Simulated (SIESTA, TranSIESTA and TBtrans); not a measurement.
System: Fe chain with one Ge atom in place of Fe. Leads: straight Fe chain, spacing 2.137 Å. Geometry: 3 atoms about the centre moved by SIESTA (PBE, DZP) to a largest force of 0.01 eV/Å, all others as built, motion along the axis alone. Transport runs along z; the first 6 and the last 6 of the 21 atoms are the lead cells, repeated to infinity.

```xyz
21
Lattice="9.000 0.000 0.000 0.000 9.000 0.000 0.000 0.000 45.140" Properties=species:S:1:pos:R:3 pbc="F F T"
Fe     4.500     4.500     0.000
Fe     4.500     4.500     2.137
Fe     4.500     4.500     4.274
Fe     4.500     4.500     6.411
Fe     4.500     4.500     8.548
Fe     4.500     4.500    10.685
Fe     4.500     4.500    12.822
Fe     4.500     4.500    14.959
Fe     4.500     4.500    17.096
Fe     4.500     4.500    19.221
Ge     4.500     4.500    21.502
Fe     4.500     4.500    23.782
Fe     4.500     4.500    25.907
Fe     4.500     4.500    28.044
Fe     4.500     4.500    30.181
Fe     4.500     4.500    32.318
Fe     4.500     4.500    34.455
Fe     4.500     4.500    36.592
Fe     4.500     4.500    38.729
Fe     4.500     4.500    40.866
Fe     4.500     4.500    43.003
```
Starting moments (μB): atom 7 +3.2, atom 8 +3.2, atom 9 +3.2, atom 10 +3.2, atom 12 +3.2, atom 13 +3.2, atom 14 +3.2, atom 15 +3.2; lead atoms +3.2 (left) and +3.2 (right).

Run with TranSIESTA and TBtrans (open boundaries, self-consistent; PseudoDojo norm-conserving potentials, scalar-relativistic): Spin polarized, PAO.BasisSize DZP, PAO.EnergyShift 0.15 eV, XC.Authors PBE, Mesh.Cutoff 200 Ry, ElectronicTemperature 300 K, TS.Voltage 0.0 eV, TBT.Elecs.Eta 0.001 eV.

Energies count from the leads' Fermi level. Transmissions are for each spin. The energy step is 0.01 eV; narrower resonances are cut or missed.

```tsv
E (eV)	T up	T down
-0.20	0.844	2.28
-0.15	0.839	2.21
-0.10	0.834	2.14
-0.05	0.828	2.08
0.00	0.823	2.03
0.05	0.817	1.98
0.10	0.811	1.94
0.15	0.805	2.17
0.20	0.799	2.03
```

Q: Give the zero-bias conductance in μS and the resistance at 300 K.

A: At the Fermi level the mean of both spins is (0.823 + 2.03)/2 = 1.43. Averaged with −∂f/∂E over the full grid (kT = 25.9 meV) it is 1.43. With G0 = 2e²/h = 77.48 μS, G = 111 μS and R = 1/G = 9.01 kΩ.

Q: The eigenchannels at the Fermi level (both spins) transmit 0.823, 0.699, 0.699, 0.632. What Fano factor of the shot noise follows at low temperature and bias?

A: F = Σ τ(1 − τ)/Σ τ = 0.799/2.85 = 0.28.

The magnetic order of the leads was set by the start, and no other order was tried; the separate lead runs end at 3.32 (left) and 3.32 (right) μB an atom. The straight chain is held at its spacing; free chains may zigzag or dimerise.
